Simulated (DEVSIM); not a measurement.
Structure: abrupt Si n-p junction, at 400 K.

Layer 1 from the left is Si, thickness (μm) 96.0, Nd (cm⁻³) 1.2e18, τn (s) 0.00032, τp (s) 0.00032. Layer 2 from the left is Si, thickness (μm) 4.00, Na (cm⁻³) 2.4e16, τn (s) 0.00032, τp (s) 0.00032.

Left contact: ohmic. Right contact: ohmic. Voltage is applied to the left contact. Recombination: SRH at mid-gap, radiative, Auger. Mobility is constant in doping.

Constants are typed, rounded textbook-type inputs, not results; the design itself was drawn at random and stands for no fabricated device. Values at 300 K; Nc and Nv go as T^1.5, mobilities as T to minus their exponent, the gap by Varshni's rule with the affinity fixed.

Si: gap (eV) 1.124, affinity (eV) 4.05, permittivity 11.7, Nc (cm⁻³) 2.86e19, Nv (cm⁻³) 3.1e19, μn (cm²/Vs) 1417, μp (cm²/Vs) 470, T exponent of μn 2.3, T exponent of μp 2.2, B (cm³/s) 4.7e-15, Cn (cm⁶/s) 2.8e-31, Cp (cm⁶/s) 9.9e-32, Varshni α (eV/K) 0.000473, Varshni β (K) 636.

Estimate by hand the built-in potential, the peak field at zero bias, the capacitance at 3 V, and compare with a numerical solution.


- Built-in potential: ni = √(Nc Nv) exp(−Eg/2kT) = 5.68e12 cm⁻³ with Eg = 1.096 eV; Vbi = kT/q ln(Na Nd/ni²) = 0.710 V; numerical 0.710 V.
- Peak field at zero bias: depletion approximation: W = √(2εVbi/(qN)) = 0.198 μm with N = 2.35e16 cm⁻³; field = 2Vbi/W = 71900 V/cm; numerical 89200 V/cm (estimate below by 19 %).
- Capacitance at 3 V: C = √(qεN / 2(Vbi + |V|)) = 22.9 nF/cm²; numerical 23.2 nF/cm² (estimate below by 0.98 %).

Simulated with DEVSIM: 1D drift-diffusion, Boltzmann statistics, complete ionisation; no tunnelling, impact ionisation, image-force lowering or self-heating.
